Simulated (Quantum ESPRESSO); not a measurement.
Troubleshooting Quantum ESPRESSO: a failed run on Ti (P6_3/mmc, 2 atoms in the cell). The aim is a self-consistent single point with DFT, PBE, plane waves, PseudoDojo standard norm-conserving (PBE) pseudopotentials.

Cell that was meant: a = 2.9440 Å, b = 2.9440 Å, c = 4.6539 Å, α = 90.00°, β = 90.00°, γ = 120.00°.

Part of the input:

```fortran
 ibrav = 0
 nat = 2
 ntyp = 1
 ecutwfc = 85.0
 occupations = 'smearing'
 smearing = 'gauss'
 degauss = 0.0073499
[...]
Ti    47.8670  Ti.upf
ATOMIC_POSITIONS crystal
Ti    0.3333333333    0.6666666667    0.2500000000
Ti    0,6666666667    0,3333333333    0,7500000000
K_POINTS automatic
9 9 5  1 1 1
CELL_PARAMETERS bohr
```

Log, with long lists cut:

```
     This program is part of the open-source Quantum ESPRESSO suite
     for quantum simulation of materials; please cite

[eval_infix.c] A parsing error occurred
helper string:
0,6666666667
error code:
Error: invalid token: ,

 %%%%%%%%%%%%%%%%%%%%%%%%%%%%%%%%%%%%%%%%%%%%%%%%%%%%%%%%%%%%%%%%%%%%%%%%%%%%%%
     Error in routine card_atomic_positions (1):
     Error while parsing atomic position card.
 %%%%%%%%%%%%%%%%%%%%%%%%%%%%%%%%%%%%%%%%%%%%%%%%%%%%%%%%%%%%%%%%%%%%%%%%%%%%%%

     stopping ...
```

Q: Read the log: what does the program object to, and what is the fix?

A: The fault is decimal commas. The program does not read a comma as a decimal mark. To fix it, use decimal points. The program stopped before any SCF iteration.

An input that runs soundly differs in these lines (not the only fix; some lines may just follow from the change or write a value another way):
```diff
- ecutwfc = 85.0
+ ecutwfc = 85
-Ti    0,6666666667    0,3333333333    0,7500000000
+Ti    0.6666666667    0.3333333333    0.7500000000
```

With that input, the run converged in 12 iterations: free energy E − TS -3230.2918 eV; Fermi level (on the code's own zero) 13.35 eV; pressure -0.41 GPa (DFT, PBE, plane waves, PseudoDojo standard norm-conserving (PBE) pseudopotentials).

On the sound input: the starting cell comes from a database of computed structures (which also holds hypothetical and non-ambient phases and stackings), without a prior relaxation at this level. Its lattice was rescaled by a random factor within 2.5 % of one. Spin polarisation is off.
